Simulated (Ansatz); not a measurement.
An Ansatz (a quantum-chemistry and plane-wave program) input (Ansatz, r2SCAN, PAW, cutoff 500 eV, without spin-orbit coupling):

Ansatz 0.2 input:
```yaml
crystal:
  lattice:
    - [4.5911675405, 0, 0]
    - [0, 4.5911675405, 0]
    - [0, 0, 2.9390046718]
  atoms:
    - { symbol: Ti, position: [0, 0, 0] }
    - { symbol: Ti, position: [0.5, 0.5, 0.5] }
    - { symbol: O, position: [0.3044289784, 0.3044289784, 0] }
    - { symbol: O, position: [0.8044289784, 0.1955710216, 0.5] }
    - { symbol: O, position: [0.1955710216, 0.8044289784, 0.5] }
    - { symbol: O, position: [0.6955710216, 0.6955710216, 0] }
basis: { ecutwfc: 500, ecutrho_ratio: 4, xc_grid: 4, fft_grid_basis: typed }
kpoints: { mp_grid: { grid: [7, 7, 11] } }
hamiltonian:
  xc: r2scan
  dispersion: none
  pseudopotentials: { kind: paw }
scf: { occupations: { method: fermi_dirac, width: 0.05 }, convergence: { dr2_threshold: 0.0000000006 } }
output: { forces: true, stress: true }
checkpoint: { write: state.ck, write_every: 1000 }
```

### Question
Which symmetry and how many k-points will the program report, and about how many plane waves at Γ?

### Answer
Space group P42/mnm (ITA 136) with 16 operations, k-points 60 of 539, and 1559 plane waves at Γ.

### Question
And the final pressure?

### Answer
2.00 GPa (compression positive).

Single points use the geometry relaxed with PBEsol. No phonon test of stability was made. The final runs are not spin-polarised. The cell was made from SnO2 by this change: Sn → Ti.
